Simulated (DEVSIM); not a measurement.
abrupt Si n-p junction

System: abrupt Si n-p junction, at 300 K.

```
layer (left to right)  material  thickness (μm)  Nd (cm⁻³)  Na (cm⁻³)   τn (s)   τp (s)
---------------------  --------  --------------  ---------  ---------  -------  -------
1                            Si            49.0     7.6e18          -  0.00071  0.00071
2                            Si             100          -     3.1e16  0.00071  0.00071
```

Left contact: ohmic. Right contact: ohmic. Voltage is applied to the left contact. Recombination: SRH at mid-gap, radiative. Mobility is constant in doping.

The device is made up for the run: typed textbook-type constants, with dimensions and the other settings drawn at random. Values at 300 K.

```
parameter           Si
-------------  -------
gap (eV)         1.124
affinity (eV)     4.05
permittivity      11.7
Nc (cm⁻³)      2.86e19
Nv (cm⁻³)       3.1e19
μn (cm²/Vs)       1417
μp (cm²/Vs)        470
B (cm³/s)      4.7e-15
```

Model (solved in DEVSIM): 1D drift-diffusion, Boltzmann statistics, complete ionisation; no tunnelling, impact ionisation, image-force lowering or self-heating.

```
Quantity                                            Result
---------------------------------------------  -----------
Potential step across the device at zero bias      0.911 V
Largest field in the device at zero bias       170000 V/cm
Dark forward voltage at 1 A/cm²                    0.695 V
Dark forward voltage at 100 A/cm²                  0.842 V
```

Dark reverse current:

```csv
V (V),J (A/cm²)
0.10,4.8e-12
0.25,7.4e-12
0.50,1.1e-11
0.75,1.4e-11
1.00,1.7e-11
1.50,2.2e-11
2.00,2.6e-11
2.50,3.0e-11
3.25,3.5e-11
4.00,4.0e-11
```

Small-signal capacitance in reverse bias (quasi-static):

```csv
V (V),C (nF/cm²)
0.1,52.9
0.25,49.0
0.5,44.0
0.75,40.3
1,37.4
1.5,33.1
2,30.0
2.5,27.7
3.25,25.0
4,23.0
```
